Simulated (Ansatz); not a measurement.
A working Ansatz (a program for electronic structure) input for BaGe (Cmcm, 4 atoms in the cell) (DFT, LDA (PW92), plane waves, default PAW files made with PBE):

Ansatz 0.2 input:
```yaml
crystal:
  lattice:
    - [2.54454500, -6.07474500, 0.00000000]
    - [2.54454500, 6.07474500, 0.00000000]
    - [0.00000000, 0.00000000, 4.32901000]
  atoms:
    - { symbol: Ba, position: [0.13755000, 0.86245000, 0.25000000] }
    - { symbol: Ba, position: [0.86245000, 0.13755000, 0.75000000] }
    - { symbol: Ge, position: [0.43667000, 0.56333000, 0.25000000] }
    - { symbol: Ge, position: [0.56333000, 0.43667000, 0.75000000] }
kpoints:
  mp_grid: { grid: [8, 8, 9] }
hamiltonian:
  xc: lda
  pseudopotentials: { kind: paw }
scf:
  occupations: { method: methfessel_paxton, width: 0.136 }
output:
  forces: true
  eigenvalues: true
  stress: true
```

The run converged in 8 iterations: free energy E − TS (on the zero of these files) -19993.1977 eV; Fermi level (on the code's own zero) 8.43 eV; pressure -3.07 GPa; largest force (vector length) 0.132 eV/Å. Each of these slips is then made, one at a time:

(1)
```diff
-  occupations: { method: methfessel_paxton, width: 0.136 }
+  occupations: { method: fixed }
```

(2)
```diff
-    - [2.54454500, -6.07474500, 0.00000000]
-    - [2.54454500, 6.07474500, 0.00000000]
-    - [0.00000000, 0.00000000, 4.32901000]
+    - [1.34651500, -3.21461700, 0.00000000]
+    - [1.34651500, 3.21461700, 0.00000000]
+    - [0.00000000, 0.00000000, 2.29081300]
```

### Question
Predict the outcome of each change.

### Answer

(1) Fixed (insulator-type) occupations in a metal. The run converged in 7 iterations without an error; against the sound input the free energy goes up by 2.8 meV/atom, the pressure goes from -3.07 to -3.18 GPa and the largest force goes from 0.132 to 0.151 eV/Å. The full log also holds (shortened here): “WARN: iter 1: σ=0 fill of 24 bands saw a band overlap (occupied 8.5472 eV > unoccupied 8.2580 eV) — on an unconverged iterate often a transient of an (band_overlap_at_count)”.

(2) Cell lengths in the wrong unit (bohr against Å). The run converged in 9 iterations without an error; against the sound input the free energy goes up by 51.7 eV/atom, the pressure goes from -3.07 to 3259 GPa and the largest force goes from 0.132 to 70.18 eV/Å.

The starting cell comes from a database of computed structures (which also holds hypothetical and non-ambient phases and stackings), without a prior relaxation at this level. In the base run, with a pressure of about -3 GPa the cell is away from its equilibrium volume at this level. Ansatz's pressure includes its estimate of the finite-basis (Pulay) stress.

Left out of this page: 3 runs of the series outside the window shown, repeating another row's setting, or not comparable; 1 run of the series stopped by limits of time or memory.
